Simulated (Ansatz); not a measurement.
How the bulk modulus of rock-salt LuN moves with the method

No measured value is used here.

| level (code) | value (GPa) | cell (Å³/atom) |
|---|---|---|
| LDA (Ansatz) | 198 | 12.62 |
| BLYP (Ansatz) | 162 | 13.95 |
| PBEsol (Ansatz) | 184 | 12.99 |
| PBEsol-D3(BJ) (Ansatz) | ? | 12.69 |
| HSE06 (Ansatz) | 184 | 13.45 |

Task: Fill in the missing entries.

Result: 
- PBEsol-D3(BJ) (Ansatz, a quantum-chemistry and plane-wave program), value (GPa): 193

Density-functional levels without +SOC have no spin–orbit coupling. Each level is taken at its own relaxed cell. Cutoffs and k meshes differ between the levels. Ansatz's density-functional and Hartree–Fock values are scalar-relativistic unless marked +SOC, with PAW data made under PBE.
